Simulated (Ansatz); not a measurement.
Pressure series in WS2

Take WS₂ (space group P6_3/mmc, No. 194; layered, stacked along the Cartesian z axis) as the base.

```
CELL_PARAMETERS angstrom
      3.15413     0.00000     0.00000
     -1.57707     2.73156     0.00000
      0.00000     0.00000    12.14083
ATOMIC_POSITIONS crystal
  W  0.66667 0.33333 0.75000
  W  0.33333 0.66667 0.25000
  S  0.66667 0.33333 0.37970
  S  0.33333 0.66667 0.87970
  S  0.33333 0.66667 0.62030
  S  0.66667 0.33333 0.12030
```

Cell and atoms are relaxed at each pressure.

All numbers come from plane-wave PAW DFT at the PBE-D3(BJ) level (Ansatz, an electronic-structure program, 420 eV), spin-orbit coupling left out.

| P (GPa) | V (Å³/atom) |
|---|---|
| -2.01 | 18.495 |
| -1.01 | 17.835 |
| 0.30 | 17.331 |
| 0.70 | 17.207 |
| 1.50 | 16.985 |
| 2.99 | 16.639 |
| 4.99 | 16.260 |
| 7.50 | 15.871 |
| 10.00 | 15.541 |

Q: Fit a third-order Birch–Murnaghan equation of state.

A: Least squares on P(V) = (3B₀/2)[(V₀/V)^(7/3) − (V₀/V)^(5/3)]·[1 + (3/4)(B₀′ − 4)((V₀/V)^(2/3) − 1)] gives V₀ = 17.44 Å³/atom, B₀ = 49 GPa and B₀′ = 10.8.

Load acts through the strain it causes; cell and atoms are relaxed under it. Stability against distortions was not tested. Competing high-pressure phases were not computed.
